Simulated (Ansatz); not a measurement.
**What isotropic strain +2.00 % does to Ca**

Base system: Ca in the fcc (Cu type) structure (space group Fm-3m, No. 225; a = 5.4558 Å; relaxed with 0.1 eV smearing).

One thing is altered: the cell is scaled by 1.0200 in all directions; the atoms relax in the strained cell.

All numbers come from PBEsol (Ansatz, an electronic-structure program), no spin-orbit coupling. Γ-centred 21×21×21 mesh, Fermi–Dirac width 0.1 eV.

```json
[
 {"quantity": "volume per atom", "base": "40.60 Å³", "changed": "43.08 Å³", "shift": "+2.48 Å³"},
 {"quantity": "space group", "base": "Fm-3m (No. 225)", "changed": "Fm-3m (No. 225)", "shift": "–"},
 {"quantity": "shortest interatomic distance", "base": "385.8 pm", "changed": "393.5 pm", "shift": "+7.7 pm"},
 {"quantity": "energy relative to the base (free energy F)", "base": "0 meV/atom", "changed": "+7.8 meV/atom", "shift": "+7.8 meV/atom"},
 {"quantity": "pressure", "base": "0.0 GPa", "changed": "-1.0 GPa", "shift": "-1.0 GPa"},
 {"quantity": "band gap", "base": "zero", "changed": "zero", "shift": "–"}
]
```

Stability against distortions was not tested.
